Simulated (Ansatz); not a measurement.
The reference is W in the bcc (W type) structure (space group Im-3m, No. 229; a = 3.169 Å; relaxed with 0.1 eV smearing).

All numbers come from r2SCAN/PAW in Ansatz (a quantum-chemistry and plane-wave program), scalar-relativistic without spin-orbit coupling.

For the base:

| Item | Result |
|---|---|
| Pressure | 0.0 GPa |
| Band gap | zero |

It is then changed as follows: an isotropic linear strain of −3.00 %, atoms relaxed at fixed cell.

Task: Estimate the effect on the energy relative to the base.

Result: The energy rises by 141 meV/atom.

Task: How does this affect the pressure?

Result: The pressure goes from zero to 35.1 GPa.

Task: Estimate the effect on the band gap.

Result: The band gap stays zero.

No phonon test of stability was made. The final runs are not spin-polarised.
